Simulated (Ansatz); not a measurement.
Li₂MnO₃ (C2/m, No. 12), treated with r²SCAN (Ansatz, an electronic-structure program, plane waves, PAW).

Settings: plane-wave cutoff 560 eV, 8×8×8 k mesh, Fermi–Dirac smearing 0.01 eV, spin-polarised with parallel moments, scalar-relativistic PAW data made under PBE.

Response to compression and expansion:

Shape and atoms are relaxed at each volume.

```tsv
V (Å³/atom)	P (GPa)	direct gap at Γ (eV)	smallest gap on the k mesh (eV)
7.848	5.70	3.285	2.457
8.012	2.69	3.267	2.489
8.175	0.00	3.249	2.519
8.339	-2.42	3.230	2.505
8.502	-4.58	3.213	2.453
```

The fundamental gap (2.52 eV at the equilibrium volume, with added k points) lies elsewhere than Γ–Γ.

Note: the magnetic order was assumed, not searched for or taken from measurement; the relaxation could not lower the start's symmetry, so the cell can be a saddle point above a distorted one; without U or exact exchange, gaps and moments of open d shells tend to come out too small; the bulk modulus comes from volumes at which shape and atoms were relaxed.
